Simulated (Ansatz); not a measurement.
Results of HSE06 in Ansatz (PAW) for C11b MoSi₂.

Run with plane-wave cutoff 500 eV, 12×12×12 k mesh, Fermi–Dirac smearing 0.05 eV, no spin polarisation, scalar-relativistic PAW data made under PBE.

Computed at the level's own relaxed cell.

Estimate the volume per atom, lattice constant a and lattice parameter c that the calculation returns.


- volume per atom: 13.24 Å³/atom
- lattice constant a: 3.191 Å
- lattice parameter c: 7.799 Å

Measured, for comparison: lattice constant a 3.205 Å, lattice parameter c 7.845 Å (temperature not stated, no zero-point or thermal correction; as tabulated in Pavlosiuk et al. (2022), arXiv:2202.05362). Computed (rounded) less measured: lattice constant a -0.4 %, lattice parameter c -0.6 %. A static lattice is as a rule a little smaller and stiffer than an uncorrected measurement, which narrows the difference in the lattice constant a, lattice parameter c and would widen misses of the other sign.

Note: exact exchange on metals is sensitive to the k mesh and can open a false gap; the run warned that the count of filled bands differs between k points.

Static lattice: no zero-point or thermal effects.

It cost very roughly 90 core-minutes of CPU time.

Ansatz is a program for electronic structure.
